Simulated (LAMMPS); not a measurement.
MD of C (diamond structure) at zero pressure, 512 atoms, as a crystal; each row is its own run.

Level of theory: classical MD, pair style lcbop, file C.lcbop (LAMMPS).

```csv
T (K),volume (Å³/atom)
200,5.6860
300,5.6961
2400,5.9443
3600,6.0566
4200,6.1021
```

Problem. Fit a straight line, y = a + b x, to these rows (x is the first column, y the second) and predict the run at x = 1800.

Solution. Least squares gives a = 5.6692 and b = 0.0001064. At x = 1800 the fit predicts 5.8608 Å³/atom. The run itself gave 5.8752 ± 0.0007 Å³/atom, so the fit is 0.25 % low.

Caution: in nature this polymorph isn't the stable one over the whole range of temperature at this pressure, and short runs keep a crystal in its starting form.

Caution (rows 200; 300): nuclei are classical, which matters for such light atoms.

Caution (rows 1800; 2400; 3600; 4200): a run this short can hold a crystal over, or a liquid under, the potential's own melting point, which these runs don't give.
